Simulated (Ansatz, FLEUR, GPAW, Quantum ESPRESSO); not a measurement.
## ZrZnNi₄ (F-43m, 6 atoms in the cell) computed with different codes at matched settings

Self-consistent single point.

```
ZrZnNi4
1.0
    0.00000     3.39600     3.39600
    3.39600     0.00000     3.39600
    3.39600     3.39600     0.00000
Ni Zr Zn
4 1 1
Direct
  0.62500   0.62500   0.62500
  0.12500   0.62500   0.62500
  0.62500   0.62500   0.12500
  0.62500   0.12500   0.62500
  0.00000   0.00000   0.00000
  0.25000   0.25000   0.25000
```
Moments meant for the start (each program seeds them in its own way; μB, in the order of the atoms Ni Ni Ni Ni Zr Zn): 2.0 2.0 2.0 2.0 0.0 0.0.

All programs got the same cell, k-point mesh and kind of occupations, and the same starting moments (in Ansatz's words: kpoints.mp_grid.grid = 6 6 6; magnetization.spin_polarized = true; scf.occupations.method = gaussian; scf.occupations.width = 0.1 eV); potentials, basis and cutoffs are each program's usual ones.

```json
[
 {"code": "Quantum ESPRESSO", "model": "PBEsol, PSlibrary ultrasoft (PBE) pseudopotentials", "pressure (GPa)": "-8.49", "largest force (eV/Å)": "0.277", "cutoff": "55 Ry"},
 {"code": "Ansatz", "model": "PBEsol, default PAW files made with PBE", "pressure (GPa)": "-8.22", "largest force (eV/Å)": "0.270", "cutoff": "default"},
 {"code": "FLEUR", "model": "PBEsol, all-electron FLAPW (FLEUR), scalar-relativistic valence", "pressure (GPa)": "–", "largest force (eV/Å)": "0.268", "cutoff": "Kmax 3.9 1/bohr"},
 {"code": "GPAW", "model": "PBEsol, GPAW PAW datasets PBEsol (made by gpaw-setup)", "pressure (GPa)": "-7.13", "largest force (eV/Å)": "0.278", "cutoff": "850 eV"}
]
```

A dash marks a value that a program does not give, or that is left out as unsure.

The spread over the programs that give each value: pressure within 1.36 GPa; largest force within 0.010 eV/Å.

The starting cell comes from a database of published, mostly measured structures (it also holds non-ambient and calculated ones), without a prior relaxation at this level. On Ansatz's run: The starting moments vanished: the run ended non-magnetic, which need not be the lowest state. The program warned that a starting moment was not kept. In the base run, with a pressure of about -8 GPa the cell is away from its equilibrium volume at this level.

Why do the programs differ, and what cannot be compared?

Differences of this kind can come from the potentials, where these differ, and from what each basis and cutoff leave unconverged. The valence holds different numbers of electrons (Quantum ESPRESSO 64, Ansatz (a first-principles code) 96, FLEUR 88, GPAW 88). The zero of total energies and Fermi levels follows the potentials and each program's conventions, so they are not compared here. FLEUR treats all electrons, but the usual bases taken here (sphere radii, linearisation, local orbitals, empty states) were not tested for convergence, so the values are no reference for the others. Ansatz's pressure is given at a fixed set of plane waves, as the other plane-wave codes print theirs; with its correction for the finite basis it is -8.16 GPa. In the pressure, GPAW (by 1.09) lies more than 1 GPa from the median of the plane-wave programs.

Left out of this page: ABINIT and Elk (stopped by limits of time or memory).

Keys are those of Ansatz 0.2.
